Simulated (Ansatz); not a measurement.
Consider the following.

Host crystal: rock-salt MgO, with a band gap (PBE, scalar-relativistic without spin-orbit coupling).

End structure of OH on the 1x1 (100) surface of rock-salt MgO (cut with top plane Mg + O), one in a 2x2 cell, started at the site 'bridge Mg-O (span 2.1 Å)':

```xyz
34
Lattice="6.0155 0.0000 0.0000 0.0000 6.0155 0.0000 0.0000 0.0000 25.5000" Properties=species:S:1:pos:R:3 pbc="T T T"
Mg     1.5039     1.5039     9.5840
Mg     1.5039     4.5116     9.5840
Mg     4.5116     1.5039     9.5840
Mg     4.5116     4.5116     9.5840
O      0.0000     0.0000     9.5346
O      0.0000     3.0078     9.5346
O      3.0078     0.0000     9.5346
O      3.0078     3.0078     9.5346
Mg     0.0000     0.0000    11.6812
Mg     0.0000     3.0078    11.6812
Mg     3.0078     0.0000    11.6812
Mg     3.0078     3.0078    11.6812
O      1.5039     1.5039    11.6908
O      1.5039     4.5116    11.6908
O      4.5116     1.5039    11.6908
O      4.5116     4.5116    11.6908
Mg     1.4855     1.5039    13.7715
Mg     1.4877     4.5116    13.8453
Mg     4.5212     1.5036    13.8261
Mg     4.5441     4.5113    13.8258
O      0.0085     0.0023    13.8246
O      0.0085     3.0051    13.8247
O      3.0003    -0.0077    13.8038
O      3.0001     3.0152    13.8035
Mg    -0.0102     0.0150    16.0588
Mg    -0.0102     2.9898    16.0586
Mg     3.0588    -0.0359    15.8918
Mg     3.0583     3.0419    15.8914
O      1.6222     1.5031    15.8982
O      1.5259     4.5106    15.9973
O      4.4635     1.5031    15.8788
O      4.5307     4.5107    15.9889
O      0.3476     1.4980    17.6923
H      1.1360     1.4966    18.2636
```

Model: 34-atom slab, 6.4 Å thick at the start under the adsorbate (thin: gaps and levels are the slab's own), 3x3x1 mesh, Fermi-Dirac 0.01 eV, dipole correction, 16 atoms held, the rest relaxed; no symmetry held; spin-polarised, ending with about 1.0 μB a cell; orders that need a larger cell were not tried, no spin-orbit, no U, no dispersion correction. At the end it is bonded to 2 Mg. In PBE it is, or lies within 0.03 eV of, the lowest of the starts that converged.

A negative adsorption energy means that the adsorbate is more stable on the surface than in its reference.

Q: Predict the adsorption energy against H2O(g) − ½ H2(g) from Ansatz (a quantum-chemistry and plane-wave program) with PBE.

A: 1.95 eV

Q: Give the change of the step from the bottom to the top vacuum level, against the clean slab at the level PBE.

A: 0.13 eV
